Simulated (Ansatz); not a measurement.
We consider antifluorite K₂Te, described by HSE06-D3(BJ) in Ansatz (plane waves, PAW).

Settings: plane-wave cutoff 460 eV, 6×6×6 k mesh, Fermi–Dirac smearing 0.01 eV, scalar-relativistic PAW data made under PBE.

Energies at three volumes about the minimum:

```tsv
V (Å³/atom)	E − E_lowest (meV/atom)
41.151	1.23
41.800	0.00
43.261	1.10
```

Problem. Fit a parabola by hand: where is the minimum, what lattice constant follows, and what is the bulk modulus?

Solution. Slopes: (0.00 − 1.23)/(41.800 − 41.151) = -1.895 and (1.10 − 0.00)/(43.261 − 41.800) = 0.753 meV/Å³. Curvature E″ = 2 × (0.753 − (-1.895))/(43.261 − 41.151) = 2.510 meV/Å⁶. From the middle of the first interval, the slope vanishes at V0 = 41.4755 − (-1.895)/2.510 = 42.230 Å³/atom. B = V0 E″ = 42.230 × 2.510 meV/Å³ × 0.1602 GPa per meV/Å³ = 17.0 GPa. With 12 atoms in the cube, a = (12 × 42.230)^(1/3) = 7.973 Å. The full Birch–Murnaghan fit to all volumes gives V0 = 42.206 Å³/atom and B0 = 16.7 GPa.

Note: the relaxation could not lower the start's symmetry, so the cell can be a saddle point above a distorted one; the volume lies 7 % below that of the published cell.

Ansatz is an electronic-structure program.
